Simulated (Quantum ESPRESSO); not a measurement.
**Converging the k-point mesh: NaMgF₃ (P4mm, 5 atoms in the cell)**

```
NaMgF3
1.0
    3.96269     0.00000     0.00000
    0.00000     3.96269     0.00000
    0.00000     0.00000     3.96269
Na Mg F
1 1 3
Cartesian
  0.00000   0.00000   0.05000
  1.98135   1.98135   1.98135
  1.98135   1.98135   0.00000
  0.00000   1.98135   1.98135
  1.98135   0.00000   1.98135
```

Computed with PBEsol, SSSP 1.1.2 efficiency (PBE) pseudopotentials (plane waves; Quantum ESPRESSO).

Base settings: ecutwfc = 40 Ry; ecutrho = 320 Ry; occupations = smearing; smearing = fermi-dirac; degauss = 0.000734986 Ry; input_dft = pbesol; potentials = {Na: na_pbe_v1.5.uspp.F.UPF, Mg: Mg.pbe-n-kjpaw_psl.0.3.0.UPF, F: f_pbe_v1.4.uspp.F.UPF}; K_POINTS = automatic 3 3 3 0 0 0; conv_thr = 1e-11 Ry; mixing_beta = 0.7.

The second cell is the first with its lattice scaled by 0.98.

Only quantities that move along the ladder and can be compared are tabulated.

The count of work is k-points × plane waves × bands × iterations; it is no time. Core times come from one kind of shared machine, to one figure; runs under 30 s give none.

The starting cell comes from a database of computed structures (which also holds hypothetical and non-ambient phases and stackings), without a prior relaxation at this level. Its lattice was rescaled by up to half a per cent. One atom was moved a little off its site on purpose.

```tsv
K_POINTS	free energy less the last step's (meV/atom)	energy of the compressed cell less the first (meV/atom)	pressure (GPa)	gap on the mesh (eV)	count of work / last	core time / last (rough)
automatic 2 2 2 0 0 0	4.44	-1.82	-2.87	5.738	0.012	–
automatic 3 3 3 0 0 0	0.08	-2.17	-2.94	5.911	0.012	–
automatic 4 4 4 0 0 0	-0.07	-2.07	-2.94	5.745	0.033	–
automatic 5 5 5 0 0 0	0.02	-2.18	-2.95	5.810	0.032	–
automatic 6 6 6 0 0 0	-0.01	-2.11	-2.95	5.745	0.073	0.1
automatic 7 7 7 0 0 0	0.01	-2.14	-2.95	5.779	0.078	0.1
automatic 8 8 8 0 0 0	-0.01	-2.12	-2.95	5.745	0.14	0.1
automatic 9 9 9 0 0 0	-0.01	-2.11	-2.95	5.766	0.13	0.2
automatic 10 10 10 0 0 0	-0.01	-2.12	-2.95	5.745	0.23	0.3
automatic 11 11 11 0 0 0	0.00	-2.12	-2.95	5.759	0.22	0.3
automatic 12 12 12 0 0 0	-0.01	-2.12	-2.95	5.745	0.36	0.5
automatic 13 13 13 0 0 0	0.00	-2.13	-2.95	5.755	0.35	0.4
automatic 15 15 15 0 0 0	0.00	-2.13	-2.95	5.753	0.51	0.6
automatic 16 16 16 0 0 0	0.00	-2.13	-2.95	5.745	0.74	0.9
automatic 18 18 18 0 0 0	0.00	-2.13	-2.95	5.745	1.0	1
```

Coarsest K_POINTS that holds the free energy within 0.5 meV/atom of the last step, with all finer ones: automatic 3 3 3 0 0 0, at 0.012 of the last step's count of work; the step before is off by 4.4 meV/atom.

Coarsest K_POINTS that holds the pressure within 0.05 GPa of the last step, with all finer ones: automatic 3 3 3 0 0 0, at 0.012 of the last step's count of work; the step before is off by 0.08 GPa.

The energy difference between the two cells stays within 1 meV/atom of the last step's from automatic 2 2 2 0 0 0 on, the total only from automatic 3 3 3 0 0 0 on: much of the error is common to both cells and cancels.

The gap on the mesh jumps up and down from mesh to mesh; it is no smooth measure of convergence.
